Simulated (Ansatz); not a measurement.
Worked example: self-consistent single point of Sr (P-3m1, 2 atoms in the cell) in Ansatz (a first-principles code).

Level of theory: LDA (PW92), default PAW files made with PBE (plane waves; Ansatz).

```yaml
crystal:
  lattice:
    - [4.28830, 0.00000, 0.00000]
    - [-2.14415, 3.71377, 0.00000]
    - [0.00000, 0.00000, 7.02343]
  atoms:
    - { symbol: Sr, position: [0.33333, 0.66667, 0.25712] }
    - { symbol: Sr, position: [0.66667, 0.33333, 0.75000] }
```

Reference input (self-consistent single point, DFT, LDA (PW92), plane waves, default PAW files made with PBE): basis.ecutwfc = 420 eV; kpoints.mp_grid.grid = 9 9 5; hamiltonian.xc = lda; hamiltonian.pseudopotentials = {kind: paw} (the program's default PAW files); scf.occupations.method = gaussian; scf.occupations.width = 0.1 eV. This run's input differs from it in these lines:

Ansatz 0.2 input:
```diff
@@ -12,3 +12,3 @@
 kpoints:
-  mp_grid: { grid: [9, 9, 5] }
+  mp_grid: { grid: [19, 19, 10] }
 hamiltonian:
```

Output, abridged:

```
SCF iter   1: F=—  HF=-6888.555973 eV  |F-HF|=—  |Δ(HF+E_count)|=         —  Δρ=3.56e-3  dr2=8.72e-3  ethr=1.77e-3  ⟨swp⟩=8.9  Hψ=38158  notcnv=0
all-band conjugate gradients solve this SCF's bands
preconditioner: auto → Kerker (q_TF=auto, 2.048 Å⁻¹)
SCF iter   2: F=—  HF=-6888.555496 eV  |F-HF|=—  |Δ(HF+E_count)|=   4.77e-4  Δρ=1.92e-3  dr2=3.88e-3  ethr=4.36e-5  ⟨swp⟩=2.3  Hψ=10151  notcnv=0
SCF iter   3: F=—  HF=-6888.555228 eV  |F-HF|=—  |Δ(HF+E_count)|=   2.68e-4  Δρ=3.41e-4  dr2=2.49e-4  ethr=1.94e-5  ⟨swp⟩=1.3  Hψ=5717  notcnv=0
SCF iter   4: F=—  HF=-6888.555193 eV  |F-HF|=—  |Δ(HF+E_count)|=   3.50e-5  Δρ=1.04e-4  dr2=1.08e-5  ethr=1.24e-6  ⟨swp⟩=2.2  Hψ=8345  notcnv=0
SCF iter   5: F=—  HF=-6888.555191 eV  |F-HF|=—  |Δ(HF+E_count)|=   2.07e-6  Δρ=4.71e-5  dr2=1.93e-6  ethr=5.42e-8  ⟨swp⟩=1.2  Hψ=5406  notcnv=0
SCF iter   6: F=-6888.555191 eV  HF=-6888.555191 eV  |F-HF|=1.01e-8  |Δ(HF+E_count)|=   2.05e-7  Δρ=4.81e-6  dr2=3.12e-8  ethr=5.00e-10  ⟨swp⟩=5.5  Hψ=31820  notcnv=0
SCF 1 converged in 6 iterations: F = -6888.555191 eV  dr2 = 3.12e-8
Free energy (F): -6888.555191 eV
Internal energy: -6888.543395 eV  (E = F + TS)
E sigma→0 (E₀):  -6888.549293 eV
Entropy (-TS):   -0.011795 eV (-5.898 meV/atom)
Fermi energy:    4.785561 eV
--- Forces (eV/Å), atoms counted from 1 ---
  atom   1  Sr    -0.00000000    -0.00000000    -0.05187057
  atom   2  Sr     0.00000000     0.00000000     0.05187057
--- Stress (GPa, compression-positive) ---
       -1.432944      -0.000000       0.000000
       -0.000000      -1.432944      -0.000000
        0.000000      -0.000000      -1.451001
  P = ⅓ Tr σ = -1.4390 GPa (-14.390 kbar)
  The stress holds the Pulay correction. Without it, at fixed plane waves, as pw.x and ABINIT print it: P = -1.4407 GPa
```

The run converged in 6 iterations. Against the reference run the free energy goes down by 1.8 meV/atom, the pressure moves little (-1.42 to -1.44 GPa) and the largest force moves little (0.051 to 0.052 eV/Å).

The starting cell comes from a database of computed structures (which also holds hypothetical and non-ambient phases and stackings), without a prior relaxation at this level. Its lattice was rescaled by up to half a per cent. One atom was moved a little off its site on purpose. Ansatz's pressure includes its estimate of the finite-basis (Pulay) stress.
